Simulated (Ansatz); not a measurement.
## Harmonic thermodynamics of KBr (rock salt, Fm-3m)

Per mole of formula units at the relaxed static volume; finite displacements on a 6×6×6 mesh, DFT at the LDA level (Ansatz, a first-principles code), k mesh 6×6×6; sums on an interpolated 12×12×12 mesh.  Zero-point energy 3.55 kJ/mol.

| T (K) | F_vib (kJ/mol) | S (J/mol/K) | C_V (J/mol/K) |
|---|---|---|---|
| 100 | 1.79 | 41.1 | 41.6 |
| 150 | -0.74 | 59.0 | 45.9 |
| 200 | (withheld) | (withheld) | (withheld) |
| 250 | -7.94 | 83.1 | 48.4 |
| 300 | -12.32 | 92.0 | 48.8 |
| 400 | -22.26 | 106.1 | 49.3 |
| 600 | -45.63 | 126.2 | 49.6 |
| 800 | -72.36 | 140.5 | 49.7 |
| 1000 | -101.61 | 151.6 | 49.8 |

Problem. What belongs in the gaps?

Solution. 
- 200, F_vib (kJ/mol): -4.04
- 200, S (J/mol/K): 72.4
- 200, C_V (J/mol/K): 47.6

The crystal is held in this phase throughout; melting and phase transitions are not modelled.

The PAW data sets were generated under PBE and serve the other functionals too.
